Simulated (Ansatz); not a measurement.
A computed series for Si: element substitutions

Start from Si in the diamond structure (space group Fd-3m, No. 227; a = 5.434 Å).

Each row replaces one element on all its sites; cell and atoms are relaxed.

The values are results of PBEsol (Ansatz, a quantum-chemistry and plane-wave program, PAW, spin-orbit coupling left out), not measurements.

```csv
case,density,shortest interatomic distance
base,2.33 g/cm³,2.353 Å
Si → Mg,___,___
Si → Ti,3.78 g/cm³,2.390 Å
Si → S,2.32 g/cm³,2.460 Å
Si → Ge,5.28 g/cm³,2.458 Å
```

Task: Some entries are withheld; estimate them.

Result: 
- Si → Mg, density: 1.03 g/cm³
- Si → Mg, shortest interatomic distance: 2.937 Å

Whether these cells are dynamically stable was not tested. As relaxed here, Mg, Ti and S are hypothetical phases, not in the database extracts checked. All final runs are without spin polarisation. Ti has a high density of states at the Fermi level and may be magnetic at this level.
